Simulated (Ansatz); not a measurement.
The parent structure is Al2Pt (space group Fm-3m, No. 225; relaxed with 0.1 eV smearing).

```
Al2Pt
1.0
    0.00000     2.97326     2.97326
    2.97326     0.00000     2.97326
    2.97326     2.97326     0.00000
Al Pt
2 1
Direct
  0.25000   0.25000   0.25000
  0.75000   0.75000   0.75000
  0.00000   0.00000   0.00000
```

Cartesian axes are those of the cell as printed.

Method: PBE in Ansatz (plane waves to 420 eV, PAW, spin-orbit coupling left out).

Perturbation: an isotropic linear strain of −2.00 %, atoms relaxed at fixed cell.

### Question
Predict the stress tensor and what it implies for the stiffness.

### Answer
Stress of the strained cell less that of the base (GPa, compression positive):
```
    9.0     0.0     0.0
    0.0     9.0     0.0
    0.0     0.0     9.0
```

Then B = −ΔP/(ΔV/V₀) with ΔV/V₀ = -0.0588 gives secant stiffness values (nonlinear terms included at this strain): B ≈ 152 GPa.

As a check, the harmonic strain energy −½ V₀ Δσ:ε is 29 meV/atom; the computed energy rise is 27 meV/atom.

No phonon test of stability was made. The final runs are not spin-polarised.

Ansatz is a quantum-chemistry and plane-wave program.
